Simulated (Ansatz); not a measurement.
## Si well of 9 atomic layers along [001] in random Si0.8Ge0.2, Ge share that oscillates in the well

Prepared with Tersoff's 1989 multicomponent potential (SiCGe.tersoff) run with LAMMPS: minimisation. Geometry as solved with PBE, support functions at accuracy medium on the grid of 370 eV in Ansatz (a first-principles code).

```xyz
648
Lattice="16.58 0.00 0.00 0.00 16.58 0.00 0.00 0.00 49.60" Properties=species:S:1:pos:R:3 pbc="T T T"
Si     0.01    -0.01    -0.01
Si     1.36     1.39     1.36
Si     2.72     2.75    -0.03
Ge     4.11     4.19     1.35
Si     2.71     0.03     2.75
Ge     4.10     1.40     4.17
Si     0.02     2.76     2.78
Si     1.40     4.13     4.15
Si    -0.04     0.04     5.58
Si     1.36     1.41     6.94
Si     2.73     2.80     5.59
Si     4.15     4.16     6.94
Si     2.77     0.04     8.28
Si     4.14     1.40     9.65
Si    -0.01     2.77     8.32
Si     1.37     4.17     9.67
Ge    -0.01     0.06    11.11
Si     1.38     1.41    12.54
Ge     2.77     2.78    11.09
Si     4.21     4.14    12.47
Si     2.74     0.03    13.91
Si     4.15     1.40    15.25
Si    -0.02     2.77    13.88
Si     1.36     4.12    15.27
Si     0.00     0.00    16.62
Si     1.38     1.38    17.98
Si     2.76     2.76    16.62
Si     4.14     4.14    17.99
Si     2.76     0.00    19.34
Si     4.14     1.38    20.71
Si     0.00     2.76    19.35
Si     1.38     4.13    20.72
Si     0.00     0.00    22.08
Si     1.38     1.38    23.45
Si     2.76     2.75    22.08
Si     4.14     4.14    23.44
Si     2.76     0.00    24.81
Si     4.14     1.39    26.18
Si     0.00     2.76    24.81
Si     1.38     4.15    26.17
Si     0.00     0.00    27.53
Si     1.38     1.39    28.90
Si     2.76     2.77    27.54
Si     4.12     4.13    28.94
Si     2.78     0.04    30.27
Si     4.15     1.40    31.65
Si     0.00     2.76    30.27
Si     1.38     4.14    31.65
Si    -0.04     0.01    33.04
Ge     1.37     1.40    34.44
Si     2.77     2.79    33.01
Si     4.12     4.17    34.37
Si     2.76    -0.01    35.85
Si     4.12     1.37    37.21
Si    -0.02     2.80    35.84
Si     1.39     4.17    37.17
Si     0.02     0.00    38.56
Si     1.42     1.35    39.91
Si     2.75     2.77    38.55
Si     4.08     4.15    39.93
Si     2.77    -0.03    41.31
Si     4.10     1.35    42.72
Ge     0.05     2.73    41.34
Si     1.41     4.17    42.72
Si     0.02    -0.02    44.07
Si     1.39     1.37    45.43
Si     2.76     2.77    44.08
Si     4.13     4.15    45.46
Si     2.75    -0.01    46.81
Si     4.09     1.40    48.18
Ge     0.00     2.78    46.84
Si     1.39     4.18    48.25
Si     0.00     5.53     0.02
Si     1.38     6.91     1.40
Si     2.76     8.28     0.01
Si     4.17     9.63     1.36
Si     2.74     5.55     2.79
Si     4.15     6.91     4.15
Si     0.02     8.26     2.78
Si     1.39     9.62     4.15
Ge     0.00     5.51     5.55
Si     1.44     6.89     6.93
Si     2.77     8.26     5.52
Ge     4.15     9.66     6.94
Si     2.79     5.53     8.33
Si     4.15     6.90     9.72
Ge     0.04     8.24     8.36
Si     1.40     9.68     9.75
Si    -0.03     5.48    11.07
Ge     1.35     6.93    12.45
Si     2.79     8.31    11.08
Si     4.14     9.62    12.53
Ge     2.78     5.49    13.88
Si     4.19     6.89    15.25
Si    -0.03     8.33    13.87
Si     1.37     9.69    15.23
Si     0.00     5.52    16.62
Si     1.36     6.88    18.01
Ge     2.76     8.29    16.62
Si     4.15     9.70    18.01
Si     2.76     5.51    19.36
Si     4.14     6.90    20.71
Si     0.00     8.28    19.36
Si     1.38     9.67    20.72
Si     0.00     5.52    22.07
Si     1.39     6.90    23.42
Si     2.77     8.29    22.07
Si     4.14     9.68    23.44
Si     2.76     5.53    24.80
Si     4.13     6.93    26.14
Si    -0.02     8.26    24.76
Ge     1.37     9.67    26.17
Si     0.01     5.52    27.54
Si     1.39     6.90    28.90
Si     2.78     8.27    27.55
Si     4.14     9.66    28.91
Si     2.75     5.53    30.29
Si     4.14     6.91    31.64
Si     0.04     8.31    30.27
Si     1.39     9.67    31.66
Si     0.04     5.51    33.05
Si     1.42     6.90    34.38
Si     2.78     8.30    33.03
Si     4.14     9.68    34.41
Si     2.77     5.53    35.78
Si     4.11     6.95    37.16
Ge     0.01     8.30    35.78
Si     1.41     9.70    37.20
Si     0.04     5.57    38.53
Si     1.39     6.92    39.95
Si     2.76     8.31    38.57
Si     4.15     9.68    39.94
Si     2.76     5.54    41.32
Si     4.14     6.92    42.68
Si     0.03     8.30    41.32
Si     1.41     9.69    42.68
Si    -0.01     5.52    44.07
Ge     1.40     6.92    45.48
Si     2.79     8.31    44.04
Si     4.18     9.66    45.41
Si     2.79     5.51    46.88
Si     4.14     6.94    48.21
Si    -0.01     8.30    46.90
Si     1.37     9.66    48.25
Si     0.01    11.07    -0.02
Si     1.35    12.45     1.37
Si     2.73    13.80     0.00
Ge     4.12    15.18     1.42
Ge     2.77    11.04     2.76
Si     4.19    12.42     4.17
Si    -0.04    13.81     2.73
Ge     1.33    15.22     4.15
Ge     0.02    11.07     5.51
Si     1.37    12.43     6.97
Ge     2.78    13.81     5.58
Si     4.14    15.23     6.97
Si     2.71    11.04     8.33
Ge     4.12    12.41     9.72
Si    -0.03    13.80     8.31
Ge     1.39    15.21     9.68
Si    -0.02    11.04    11.08
Ge     1.38    12.43    12.49
Si     2.76    13.83    11.10
Ge     4.13    15.20    12.52
Si     2.79    11.03    13.89
Si     4.14    12.43    15.25
Si     0.02    13.85    13.90
Si     1.39    15.22    15.26
Si     0.03    11.04    16.64
Si     1.39    12.44    17.99
Si     2.77    13.82    16.61
Si     4.15    15.20    17.97
Si     2.76    11.07    19.37
Si     4.14    12.46    20.72
Si     0.00    13.82    19.34
Si     1.38    15.21    20.70
Si     0.00    11.05    22.08
Si     1.37    12.45    23.43
Si     2.75    13.84    22.07
Si     4.13    15.21    23.44
Si     2.77    11.08    24.78
Si     4.14    12.44    26.16
Si     0.00    13.82    24.80
Si     1.38    15.20    26.17
Si    -0.02    11.08    27.55
Si     1.41    12.42    28.88
Si     2.76    13.82    27.53
Si     4.12    15.22    28.91
Si     2.77    11.04    30.28
Si     4.14    12.43    31.65
Ge    -0.03    13.80    30.25
Ge     1.39    15.22    31.68
Si     0.00    11.04    33.02
Si     1.41    12.39    34.39
Si     2.77    13.77    33.03
Ge     4.15    15.19    34.43
Si     2.77    11.05    35.80
Si     4.14    12.42    37.18
Ge     0.02    13.82    35.77
Si     1.40    15.21    37.21
Si     0.03    11.06    38.56
Si     1.40    12.44    39.93
Si     2.78    13.81    38.56
Si     4.14    15.17    39.95
Si     2.78    11.06    41.30
Si     4.14    12.44    42.69
Si     0.03    13.82    41.31
Si     1.39    15.19    42.69
Si     0.05    11.07    44.06
Si     1.38    12.47    45.44
Si     2.77    13.82    44.06
Si     4.12    15.20    45.43
Ge     2.77    11.04    46.83
Si     4.14    12.42    48.27
Si     0.02    13.82    46.84
Si     1.39    15.20    48.21
Ge     5.53     0.03    -0.03
Si     6.91     1.40     1.40
Ge     8.32     2.77     0.01
Si     9.68     4.19     1.42
Ge     8.27     0.00     2.82
Si     9.69     1.38     4.20
Ge     5.55     2.81     2.78
Si     6.93     4.22     4.18
Ge     5.54    -0.02     5.58
Si     6.90     1.42     6.97
Ge     8.30     2.80     5.58
Si     9.70     4.18     6.99
Ge     8.32     0.02     8.34
Si     9.71     1.42     9.75
Si     5.52     2.80     8.32
Si     6.92     4.15     9.71
Ge     5.55     0.03    11.07
Si     6.94     1.41    12.49
Si     8.29     2.78    11.10
Si     9.64     4.14    12.49
Si     8.27    -0.03    13.83
Ge     9.67     1.37    15.23
Si     5.55     2.76    13.87
Si     6.90     4.15    15.24
Si     5.52     0.01    16.60
Si     6.90     1.38    17.98
Si     8.26     2.78    16.63
Si     9.64     4.12    18.01
Si     8.29     0.01    19.35
Si     9.67     1.38    20.72
Si     5.52     2.76    19.35
Si     6.90     4.15    20.71
Si     5.53     0.00    22.08
Si     6.91     1.39    23.42
Si     8.29     2.77    22.07
Si     9.68     4.14    23.44
Si     8.32     0.04    24.77
Si     9.69     1.38    26.17
Si     5.53     2.76    24.80
Si     6.94     4.12    26.15
Si     5.50     0.03    27.57
Si     6.91     1.40    28.91
Si     8.30     2.75    27.53
Si     9.66     4.13    28.89
Si     8.31     0.02    30.25
Si     9.66     1.41    31.62
Si     5.53     2.77    30.29
Si     6.90     4.16    31.66
Si     5.52     0.04    33.03
Si     6.93     1.38    34.37
Si     8.30     2.78    33.01
Si     9.70     4.13    34.37
Si     8.28    -0.01    35.74
Ge     9.71     1.36    37.14
Ge     5.51     2.75    35.77
Si     6.88     4.14    37.17
Si     5.49    -0.02    38.58
Si     6.87     1.31    39.96
Ge     8.23     2.73    38.56
Ge     9.66     4.14    39.98
Si     8.27    -0.02    41.33
Si     9.66     1.36    42.70
Ge     5.48     2.74    41.31
Ge     6.90     4.19    42.72
Si     5.50    -0.04    44.05
Ge     6.91     1.36    45.46
Si     8.32     2.76    44.07
Si     9.65     4.17    45.42
Si     8.32    -0.05    46.85
Si     9.67     1.36    48.20
Si     5.47     2.77    46.82
Ge     6.87     4.18    48.19
Si     5.52     5.61     0.00
Si     6.90     6.93     1.40
Si     8.22     8.30    -0.02
Ge     9.65     9.66     1.39
Si     8.29     5.56     2.78
Si     9.70     6.88     4.16
Si     5.52     8.29     2.77
Si     6.89     9.68     4.14
Si     5.51     5.54     5.55
Si     6.89     6.88     6.96
Ge     8.29     8.29     5.55
Si     9.68     9.69     6.96
Si     8.29     5.54     8.33
Si     9.65     6.94     9.69
Si     5.55     8.26     8.35
Si     6.94     9.64     9.70
Si     5.55     5.53    11.09
Si     6.91     6.90    12.46
Si     8.29     8.28    11.09
Si     9.65     9.64    12.48
Si     8.27     5.52    13.86
Si     9.63     6.92    15.22
Si     5.53     8.24    13.85
Ge     6.90     9.68    15.24
Si     5.54     5.51    16.62
Si     6.92     6.90    17.98
Si     8.30     8.28    16.63
Si     9.69     9.67    17.98
Si     8.29     5.52    19.36
Si     9.69     6.90    20.71
Si     5.51     8.26    19.32
Ge     6.91     9.67    20.70
Si     5.52     5.52    22.08
Si     6.90     6.89    23.44
Si     8.30     8.24    22.08
Ge     9.68     9.68    23.45
Si     8.30     5.52    24.80
Si     9.67     6.90    26.17
Si     5.53     8.29    24.79
Si     6.90     9.66    26.17
Ge     5.53     5.52    27.54
Si     6.93     6.93    28.93
Si     8.30     8.29    27.53
Si     9.71     9.65    28.88
Si     8.28     5.50    30.26
Ge     9.69     6.89    31.64
Si     5.52     8.29    30.28
Si     6.85     9.68    31.66
Si     5.51     5.54    33.02
Si     6.84     6.91    34.42
Ge     8.25     8.32    33.07
Si     9.68     9.74    34.42
Ge     8.28     5.52    35.78
Si     9.63     6.95    37.18
Si     5.50     8.31    35.80
Si     6.90     9.67    37.17
Ge     5.50     5.56    38.56
Si     6.92     6.95    39.96
Si     8.27     8.31    38.57
Si     9.65     9.69    39.94
Si     8.29     5.60    41.34
Si     9.67     6.94    42.71
Si     5.52     8.30    41.32
Si     6.90     9.68    42.69
Si     5.48     5.57    44.11
Si     6.89     6.94    45.45
Si     8.27     8.30    44.07
Si     9.66     9.66    45.45
Si     8.27     5.54    46.78
Ge     9.67     6.92    48.21
Si     5.51     8.31    46.83
Si     6.88     9.68    48.20
Si     5.53    11.04     0.01
Si     6.89    12.42     1.40
Si     8.24    13.79     0.01
Ge     9.67    15.15     1.40
Si     8.27    11.07     2.79
Si     9.66    12.42     4.17
Si     5.55    13.79     2.81
Si     6.91    15.14     4.19
Si     5.56    11.06     5.53
Si     6.95    12.40     6.91
Si     8.31    13.80     5.56
Si     9.68    15.19     6.92
Si     8.29    11.05     8.33
Si     9.64    12.47     9.69
Ge     5.57    13.82     8.31
Si     6.96    15.19     9.74
Ge     5.56    11.01    11.14
Si     6.95    12.46    12.50
Si     8.31    13.82    11.11
Si     9.69    15.21    12.47
Si     8.30    11.05    13.83
Ge     9.69    12.46    15.24
Si     5.55    13.79    13.90
Si     6.90    15.21    15.24
Si     5.51    11.09    16.65
Si     6.91    12.46    17.98
Si     8.27    13.86    16.63
Si     9.67    15.21    18.00
Si     8.32    11.08    19.32
Si     9.68    12.45    20.71
Si     5.53    13.83    19.35
Si     6.91    15.21    20.71
Si     5.51    11.08    22.09
Si     6.90    12.45    23.44
Si     8.29    13.82    22.07
Si     9.68    15.20    23.43
Si     8.27    11.08    24.84
Si     9.69    12.45    26.17
Si     5.50    13.81    24.79
Ge     6.91    15.23    26.16
Si     5.49    11.03    27.51
Ge     6.89    12.46    28.87
Si     8.34    13.84    27.53
Si     9.70    15.22    28.91
Ge     8.32    11.03    30.30
Si     9.71    12.46    31.68
Si     5.47    13.83    30.27
Ge     6.91    15.20    31.65
Si     5.51    11.06    33.03
Si     6.90    12.41    34.41
Si     8.29    13.78    33.05
Si     9.63    15.18    34.40
Si     8.27    11.06    35.81
Si     9.64    12.41    37.20
Si     5.53    13.76    35.79
Ge     6.90    15.18    37.17
Si     5.53    11.05    38.55
Si     6.90    12.43    39.94
Si     8.30    13.79    38.58
Si     9.63    15.22    39.92
Si     8.27    11.05    41.31
Si     9.63    12.40    42.73
Si     5.52    13.80    41.31
Si     6.90    15.17    42.69
Si     5.53    11.06    44.05
Si     6.91    12.40    45.43
Si     8.27    13.81    44.09
Si     9.67    15.19    45.44
Si     8.26    11.01    46.80
Ge     9.65    12.41    48.20
Ge     5.52    13.80    46.84
Si     6.94    15.19    48.22
Ge    11.09     0.02     0.00
Si    12.50     1.40     1.40
Si    13.88     2.75     0.04
Si    15.23     4.14     1.41
Si    13.87     0.02     2.75
Si    15.21     1.40     4.16
Ge    11.09     2.78     2.81
Si    12.48     4.19     4.20
Si    11.03    -0.01     5.56
Ge    12.44     1.39     6.95
Si    13.84     2.78     5.53
Si    15.18     4.12     6.95
Si    13.83    -0.02     8.35
Si    15.18     1.42     9.70
Si    11.06     2.80     8.37
Si    12.46     4.13     9.72
Si    11.07     0.01    11.10
Si    12.44     1.38    12.47
Si    13.82     2.76    11.10
Si    15.21     4.13    12.47
Si    13.78     0.04    13.90
Si    15.21     1.37    15.25
Si    11.05     2.76    13.80
Ge    12.47     4.12    15.21
Si    11.07    -0.01    16.64
Si    12.44     1.38    17.99
Si    13.85     2.73    16.64
Si    15.20     4.14    17.99
Si    13.83     0.00    19.36
Si    15.21     1.38    20.71
Si    11.06     2.76    19.35
Si    12.44     4.14    20.71
Si    11.06     0.00    22.08
Si    12.44     1.38    23.44
Si    13.82     2.76    22.08
Si    15.21     4.14    23.44
Si    13.82     0.00    24.80
Si    15.20     1.38    26.17
Si    11.06     2.77    24.81
Si    12.44     4.14    26.17
Si    11.07     0.00    27.53
Si    12.44     1.39    28.90
Si    13.82     2.76    27.53
Si    15.20     4.14    28.90
Si    13.82     0.00    30.26
Si    15.23     1.36    31.62
Si    11.05     2.77    30.26
Si    12.43     4.15    31.62
Ge    11.05    -0.01    33.02
Si    12.45     1.38    34.43
Ge    13.84     2.77    33.02
Si    15.24     4.17    34.43
Si    13.82     0.01    35.79
Si    15.21     1.37    37.18
Si    11.08     2.78    35.75
Si    12.47     4.13    37.11
Si    11.08    -0.03    38.58
Si    12.44     1.37    39.93
Si    13.79     2.73    38.51
Ge    15.22     4.13    39.87
Si    13.86     0.03    41.30
Si    15.21     1.36    42.73
Si    11.06     2.70    41.33
Ge    12.42     4.12    42.73
Si    11.03     0.02    44.10
Si    12.46     1.36    45.44
Si    13.85     2.74    44.10
Si    15.18     4.17    45.44
Si    13.87     0.02    46.81
Si    15.20     1.37    48.24
Ge    11.05     2.76    46.81
Ge    12.48     4.17    48.26
Si    11.06     5.55     0.06
Si    12.45     6.90     1.40
Si    13.80     8.26    -0.01
Ge    15.21     9.67     1.39
Si    13.83     5.52     2.77
Si    15.21     6.89     4.12
Si    11.05     8.24     2.77
Ge    12.39     9.68     4.16
Si    11.06     5.52     5.57
Si    12.40     6.87     6.97
Ge    13.80     8.23     5.56
Ge    15.19     9.68     6.97
Si    13.80     5.49     8.32
Si    15.18     6.84     9.71
Si    11.05     8.29     8.32
Si    12.42     9.66     9.68
Ge    11.05     5.53    11.09
Si    12.43     6.91    12.52
Ge    13.81     8.28    11.09
Si    15.21     9.70    12.48
Si    13.86     5.55    13.83
Si    15.22     6.91    15.24
Si    11.02     8.27    13.85
Ge    12.44     9.67    15.23
Ge    11.04     5.55    16.63
Si    12.46     6.93    18.01
Si    13.86     8.27    16.63
Si    15.22     9.66    17.99
Si    13.82     5.52    19.36
Si    15.20     6.90    20.72
Si    11.06     8.30    19.36
Si    12.45     9.68    20.71
Si    11.07     5.52    22.08
Si    12.45     6.90    23.45
Si    13.81     8.29    22.08
Si    15.20     9.67    23.43
Si    13.82     5.51    24.80
Si    15.23     6.88    26.14
Si    11.08     8.27    24.83
Si    12.44     9.70    26.16
Si    11.05     5.52    27.54
Si    12.43     6.88    28.91
Ge    13.84     8.29    27.54
Si    15.23     9.71    28.95
Si    13.81     5.50    30.25
Ge    15.21     6.91    31.65
Si    11.09     8.30    30.25
Si    12.43     9.67    31.66
Si    11.10     5.50    33.03
Si    12.47     6.88    34.40
Si    13.80     8.31    33.04
Si    15.18     9.69    34.39
Si    13.85     5.54    35.79
Si    15.20     6.90    37.18
Ge    11.07     8.30    35.79
Si    12.48     9.70    37.17
Ge    11.06     5.53    38.51
Ge    12.44     7.00    39.93
Si    13.87     8.34    38.53
Si    15.27     9.65    39.92
Ge    13.85     5.56    41.33
Si    15.25     6.95    42.72
Si    11.01     8.34    41.34
Si    12.41     9.65    42.73
Si    11.03     5.56    44.10
Si    12.44     6.91    45.46
Si    13.80     8.27    44.07
Ge    15.20     9.69    45.47
Si    13.84     5.56    46.82
Si    15.21     6.90    48.24
Si    11.08     8.32    46.81
Si    12.45     9.66    48.21
Si    11.07    11.01    -0.02
Ge    12.46    12.42     1.37
Si    13.88    13.82    -0.01
Si    15.22    15.22     1.37
Si    13.83    11.07     2.80
Si    15.19    12.47     4.14
Si    11.05    13.77     2.80
Ge    12.45    15.21     4.15
Si    11.00    11.06     5.57
Ge    12.43    12.46     6.94
Si    13.86    13.84     5.55
Si    15.20    15.21     6.95
Si    13.80    11.06     8.37
Si    15.19    12.44     9.71
Si    11.03    13.86     8.34
Si    12.43    15.21     9.72
Ge    11.03    11.06    11.09
Si    12.44    12.46    12.48
Si    13.79    13.80    11.07
Ge    15.15    15.20    12.51
Si    13.82    11.07    13.81
Ge    15.20    12.44    15.26
Si    11.09    13.86    13.84
Si    12.43    15.22    15.26
Si    11.07    11.06    16.65
Si    12.44    12.45    18.01
Si    13.79    13.85    16.64
Si    15.20    15.21    17.99
Si    13.83    11.06    19.34
Si    15.21    12.44    20.71
Si    11.06    13.83    19.36
Si    12.44    15.21    20.71
Si    11.08    11.09    22.06
Si    12.45    12.45    23.43
Si    13.83    13.83    22.07
Si    15.21    15.21    23.44
Si    13.82    11.06    24.80
Si    15.19    12.45    26.17
Si    11.06    13.83    24.79
Si    12.43    15.20    26.16
Si    11.07    11.06    27.53
Si    12.44    12.43    28.91
Si    13.80    13.82    27.52
Si    15.17    15.22    28.86
Si    13.81    11.05    30.31
Si    15.18    12.41    31.68
Si    11.07    13.82    30.28
Si    12.47    15.18    31.62
Si    11.07    11.07    33.04
Si    12.46    12.43    34.40
Si    13.82    13.82    33.03
Si    15.17    15.22    34.40
Si    13.83    11.07    35.78
Si    15.23    12.40    37.16
Ge    11.05    13.81    35.80
Si    12.45    15.24    37.17
Si    11.03    11.01    38.52
Ge    12.42    12.41    39.91
Ge    13.87    13.84    38.53
Si    15.25    15.23    39.96
Ge    13.86    11.01    41.34
Si    15.27    12.44    42.69
Ge    10.99    13.81    41.33
Ge    12.45    15.24    42.70
Si    11.04    11.04    44.09
Si    12.41    12.40    45.47
Ge    13.87    13.80    44.12
Si    15.26    15.23    45.49
Si    13.80    11.08    46.88
Si    15.23    12.44    48.21
Si    11.04    13.81    46.78
Ge    12.49    15.17    48.16
```
